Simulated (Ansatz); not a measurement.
The reference is TeO$_{2}$ in the fluorite structure (space group Fm-3m, No. 225; a = 5.3234 Å; a hypothetical phase, not in the database extracts checked).

Perturbation: cell and atoms relaxed at a pressure of 9 GPa.

Levels (all Ansatz, a quantum-chemistry and plane-wave program, PAW, earlier PAW set): PBEsol (420 eV, without spin-orbit coupling); r2SCAN (500 eV, spin-orbit coupling left out); HSE06 (420 eV, spin-orbit coupling left out); PBEsol+SOC (420 eV, with spin-orbit coupling); HSE06+SOC (420 eV, with spin-orbit coupling).

One geometry, relaxed with PBEsol, under each level:

| level | band gap | lowest conduction level above the VBM at special points | electron mass | hole mass | pressure |
|---|---|---|---|---|---|
| PBEsol | 0.69 eV | X 1.31 eV; Γ 1.66 eV; U 3.19 eV; K 3.19 eV | 0.69 mₑ along k, 0.24 mₑ across (off the special points) | 0.80 mₑ along k, 1.1 mₑ across (at L) | 9.00 GPa |
| r2SCAN | 0.97 eV | X 1.61 eV; Γ 1.93 eV; U 3.49 eV; K 3.49 eV | 0.70 mₑ along k, 0.25 mₑ across (off the special points) | 0.79 mₑ along k, 1.2 mₑ across (at L) | 10.48 GPa |
| HSE06 | ? | ? | – | – | – |
| PBEsol+SOC | 0.64 eV | X 1.26 eV; Γ 1.12 eV; U 3.08 eV; K 3.08 eV | 0.72 mₑ along k, 0.24 mₑ across (off the special points) | 0.80 mₑ along k, 1.1 mₑ across (at L) | 9.28 GPa |
| HSE06+SOC | ? | ? | – | – | – |

Give the withheld HSE06 and HSE06+SOC results.


- HSE06, band gap: 1.59 eV
- HSE06, lowest conduction level above the VBM at special points: X 2.24 eV; Γ 2.58 eV; U 4.19 eV
- HSE06+SOC, band gap: 1.53 eV
- HSE06+SOC, lowest conduction level above the VBM at special points: X 2.18 eV; Γ 1.99 eV; U 4.08 eV

Single points use the geometry relaxed with PBEsol. Their cutoffs differ, which shifts pressures a little. HSE06 was sampled on its mesh, a few special points and the semilocal edge points, so its gap is an upper bound. Differences between runs with and without spin-orbit coupling are approximate. Spin-orbit coupling, missing from the scalar runs, can matter with Te. Load acts through the strain it causes; cell and atoms are relaxed under it. Masses are band curvatures over ±0.01 Å⁻¹ around the edge. Along k means along the line from Γ to the band edge. Stability against distortions was not tested. No other phases were tried under pressure.
